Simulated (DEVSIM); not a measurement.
Schottky contact on n-type Si

Structure: Schottky contact on n-type Si, at 300 K.

| layer (left to right) | material | thickness (μm) | Nd (cm⁻³) | τn (s) | τp (s) |
|---|---|---|---|---|---|
| 1 | Si | 0.730 | 1.4e15 | 7.9e-5 | 7.9e-5 |
| 2 | Si | 1.90 | 1.4e17 | 7.9e-5 | 7.9e-5 |

Left contact: Schottky, work function 4.57 eV, emission velocity 1.2e7 cm/s. Right contact: ohmic. Voltage is applied to the left contact. Recombination: SRH at mid-gap. Mobility is constant in doping.

Constants are typed, rounded textbook-type inputs, not results; the design itself was drawn at random and stands for no fabricated device. Values at 300 K.

```tsv
parameter	Si
gap (eV)	1.124
affinity (eV)	4.05
permittivity	11.7
Nc (cm⁻³)	2.86e19
Nv (cm⁻³)	3.1e19
μn (cm²/Vs)	1417
μp (cm²/Vs)	470
```

Model (solved in DEVSIM): 1D drift-diffusion, Boltzmann statistics, complete ionisation; no tunnelling, impact ionisation, image-force lowering or self-heating. Metal contacts follow the ideal Schottky-Mott rule: no Fermi-level pinning, no interface dipoles.

```yaml
potential_step_across_the_device_at_zero_bias: 0.382 V
Dark forward voltage at 1 A/cm²: 0.081 V
Dark forward voltage at 100 A/cm²: 0.229 V
```

Dark reverse current:

```csv
V (V),J (A/cm²)
-0.40,-0.068
-1.00,-0.076
-2.00,-0.083
-3.00,-0.087
-4.00,-0.090
-6.00,-0.093
-8.00,-0.094
-10.00,-0.095
-13.00,-0.097
-16.00,-0.097
```

Small-signal capacitance in reverse bias (quasi-static):

```
V (V)  C (nF/cm²)
-----  ----------
-0.4         16.1
-1           14.6
-2           14.1
-3           13.9
-4           13.8
-6           13.5
-8           13.3
-10          13.1
-13          12.8
-16          12.6
```
